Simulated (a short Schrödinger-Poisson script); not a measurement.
Stack: gated Al0.33Ga0.67N/GaN polarisation-induced gas, at 300 K.

| layer | material | thickness (nm) | Na (cm⁻³) |
|---|---|---|---|
| 1 | Al0.33Ga0.67N | 25 | - |
| 2 | GaN | 6000 | 2e14 |

The device is made up for the run: typed textbook-type constants, with dimensions and the other settings drawn at random. Al0.33Ga0.67N: permittivity 9.3, conduction-band edge (eV) 0.462, gap (eV) 4.09, electron mass (mₑ) 0.24, Nv at 300 K (cm⁻³) 4.6e19. GaN: permittivity 9.5, conduction-band edge (eV) 0, gap (eV) 3.43, Nv at 300 K (cm⁻³) 4.6e19.

Channel valleys (confinement mass, in-plane density-of-states mass, number): Γ 0.2, 0.2, 1. At the gate the conduction-band edge of layer 1 lies 1.27 eV − eVg above the Fermi level of the channel; the field vanishes at the back. Sheet of polarisation charge: +1.6e13 e/cm² at 25 nm from the gate. The barrier under the gate holds no holes. Gaps are held at their typed values at every temperature. Mesh 0.08 nm at interfaces.

From a short Schrödinger-Poisson script (our own, NumPy): 1D Poisson equation in equilibrium, electrons quantum, Hartree plus LDA exchange-correlation (BenDaniel-Duke, 40 states a valley, the channel's in-plane mass for all, wave functions free to enter the barrier), parabolic valleys, classical holes, full ionisation, no traps, pinning or gate leakage.

The same stack at other levels of the model or other numerical settings:

```tsv
run	sheet density of all electrons at Vg = 0.5 V (cm⁻²)	sheet density of all electrons at Vg = -4 V (cm⁻²)	capacitance at Vg = 0.5 V (μF/cm²)	centroid of the channel electrons at Vg = 0.5 V (nm)	rough cost against the base
base	1.45e13	5.61e12	0.321	1.91	about 1
electrons treated as classical, Boltzmann	1.49e13	5.81e12	…	0.87	0.01
electrons treated as classical, Fermi-Dirac	1.44e13	5.62e12	0.317	1.86	0.06
mesh six times as coarse	1.45e13	5.61e12	0.321	…	0.3
one subband a valley	1.45e13	5.60e12	0.320	…	0.3
```

Problem. Complete the blanks.

Solution. 
- one subband a valley, centroid of the channel electrons at Vg = 0.5 V (nm): 1.35
- mesh six times as coarse, centroid of the channel electrons at Vg = 0.5 V (nm): 1.84
- electrons treated as classical, Boltzmann, capacitance at Vg = 0.5 V (μF/cm²): 0.326

The classical rows ignore confinement, and Boltzmann statistics overrate the density once the band edge passes the Fermi level.
